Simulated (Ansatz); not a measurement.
**Cubic perovskite RbMnF3**

These are LDA (Ansatz, a quantum-chemistry and plane-wave program, PAW) values and carry that method's errors.

Settings: plane-wave cutoff 500 eV, 10×10×10 k mesh, Fermi–Dirac smearing 0.05 eV, spin-polarised start, scalar-relativistic PAW data made under PBE.

Cell (relaxed at this level):

```cif
data_F3MnRb
_chemical_formula_sum 'Rb1 Mn1 F3'
_space_group_name_H-M_alt 'P 1'
_space_group_IT_number 1
_cell_length_a 4.14112
_cell_length_b 4.14112
_cell_length_c 4.14112
_cell_angle_alpha 90.000
_cell_angle_beta 90.000
_cell_angle_gamma 90.000
loop_
_space_group_symop_operation_xyz
  'x, y, z'
loop_
_atom_site_label
_atom_site_type_symbol
_atom_site_fract_x
_atom_site_fract_y
_atom_site_fract_z
_atom_site_occupancy
Rb1 Rb 0.00000 0.00000 0.00000 1
Mn1 Mn 0.50000 0.50000 0.50000 1
F1 F 0.50000 0.00000 0.50000 1
F2 F 0.00000 0.50000 0.50000 1
F3 F 0.50000 0.50000 0.00000 1
```

- band gap = 0.90 eV (on the SCF k mesh)

Note: the magnetic order was assumed, not searched for or taken from measurement; the relaxation could not lower the start's symmetry, so the cell can be a saddle point above a distorted one.

Spin–orbit coupling is not included.

Cost on a shared machine: roughly 60 core-seconds.
